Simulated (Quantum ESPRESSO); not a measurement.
A self-consistent single point of SrCa₃Si₄ (P1, 8 atoms in the cell) with Quantum ESPRESSO.

Method: LDA (PZ), GBRV 1.5 ultrasoft (LDA) pseudopotentials (plane waves; Quantum ESPRESSO).

```
CELL_PARAMETERS angstrom
      3.94184     0.00000     0.00000
      0.00000     4.61569     0.00000
      0.00000     0.00000    10.90440
ATOMIC_POSITIONS crystal
  Sr 0.97914 0.49577 0.14384
  Ca 0.00064 0.99808 0.63723
  Ca 0.50674 0.98870 0.36661
  Ca 0.50923 0.51946 0.86236
  Si 0.00352 0.49785 0.43663
  Si 0.99071 0.99995 0.92702
  Si 0.49553 0.00374 0.05996
  Si 0.51449 0.49645 0.56635
```

Reference input (self-consistent single point, DFT, LDA (PZ), plane waves, GBRV 1.5 ultrasoft (LDA) pseudopotentials): ecutwfc = 40 Ry; ecutrho = 200 Ry; occupations = smearing; smearing = marzari-vanderbilt; degauss = 0.0147 Ry; potentials = {Sr: sr_lda_v1.uspp.F.UPF, Ca: ca_lda_v1.uspp.F.UPF, Si: si_lda_v1.uspp.F.UPF}; K_POINTS = automatic 6 5 2 1 1 1; conv_thr = 1e-08 Ry; mixing_beta = 0.3. This run's input differs from it in these lines:

```diff
@@ -40,3 +40,3 @@
 K_POINTS {automatic}
-6 5 2  1 1 1
+8 7 3  1 1 1
```

The program printed (abridged):

```
     Self-consistent Calculation

     iteration #  1     ecut=    40.00 Ry     beta= 0.30

     Threshold (ethr) on eigenvalues was too large:
     Diagonalizing with lowered threshold

     negative rho (up, down):  6.308E-02 0.000E+00

     total energy              =    -333.76214389 Ry
     estimated scf accuracy    <       0.29937013 Ry

     iteration #  2     ecut=    40.00 Ry     beta= 0.30

     negative rho (up, down):  6.358E-02 0.000E+00

     total energy              =    -333.78289940 Ry
     estimated scf accuracy    <       0.05351288 Ry

     iteration #  3     ecut=    40.00 Ry     beta= 0.30

     negative rho (up, down):  6.381E-02 0.000E+00

     total energy              =    -333.78511270 Ry
     estimated scf accuracy    <       0.06678454 Ry

   [... 8 blocks of this kind left out ...]

     iteration # 12     ecut=    40.00 Ry     beta= 0.30

     negative rho (up, down):  6.472E-02 0.000E+00

     total energy              =    -333.79085777 Ry
     estimated scf accuracy    <       0.00000002 Ry

     iteration # 13     ecut=    40.00 Ry     beta= 0.30

     negative rho (up, down):  6.472E-02 0.000E+00
     End of self-consistent calculation

     the Fermi energy is     7.4512 ev

!    total energy              =    -333.79085777 Ry
     estimated scf accuracy    <          1.9E-09 Ry
     smearing contrib. (-TS)   =      -0.00114740 Ry
     internal energy E=F+TS    =    -333.78971037 Ry

     convergence has been achieved in  13 iterations

     negative rho (up, down):  6.472E-02 0.000E+00

     Forces acting on atoms (cartesian axes, Ry/au):

     atom    1 type  1   force =     0.01097121    0.00350729   -0.00469571
     atom    2 type  2   force =     0.00410736    0.00174523    0.00195628
     atom    3 type  2   force =    -0.00323609    0.00553903    0.00259429
     atom    4 type  2   force =    -0.00792309   -0.01331225   -0.00524838
     atom    5 type  3   force =     0.01094862   -0.00220335   -0.00826907
   [... lines left out ...]
     Total force =     0.037028     Total SCF correction =     0.000140
   [... lines left out ...]

     negative rho (up, down):  6.472E-02 0.000E+00
          total   stress  (Ry/bohr**3)                   (kbar)     P=      -32.38
  -0.00023061   0.00000552  -0.00000819          -33.92        0.81       -1.20
   0.00000552  -0.00025097   0.00000858            0.81      -36.92        1.26
  -0.00000819   0.00000858  -0.00017877           -1.20        1.26      -26.30

   JOB DONE.
```

The run converged in 13 iterations. Against the reference run the free energy hardly moves (within 1 meV/atom), the pressure moves little (-3.21 to -3.24 GPa) and the largest force goes from 0.609 to 0.554 eV/Å. The full log also holds: “c_bands:  1 eigenvalues not converged”.

The starting cell comes from a database of computed structures (which also holds hypothetical and non-ambient phases and stackings), without a prior relaxation at this level. Its atoms were displaced at random from the sites of space group no. 25. With a pressure of about -3 GPa the cell is away from its equilibrium volume at this level.

Cost on one core of a shared machine: roughly 4 min.
